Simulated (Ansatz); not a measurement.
**A computed series for InP: response to strain and stress**

The parent structure is InP in the zinc blende structure (space group F-43m, No. 216; a = 5.879 Å). Axes: x, y, z lie along the cube axes.

Strains are applied to the cell and any free atomic positions relax; under stress the whole cell relaxes.

Calculations: Kohn–Sham DFT with the PBEsol functional, run in Ansatz (a quantum-chemistry and plane-wave program) with PAW and 420 eV plane waves, no spin-orbit coupling, earlier PAW set.

Candidates:
(a) uniaxial stress, 5 GPa compression along z
(b) tensor shear ε_xy = +0.57 %
(c) uniaxial stress, 3 GPa tension along z

Notes on the quantities. energy relative to the base: free energy F.

Question: Order them by energy relative to the base, highest first.

Answer: (a) uniaxial stress, 5 GPa compression along z (+65 meV/atom), (c) uniaxial stress, 3 GPa tension along z (+11 meV/atom), (b) tensor shear ε_xy = +0.57 % (+0.4 meV/atom)

Beyond what the load breaks, stability against distortions was not tested.
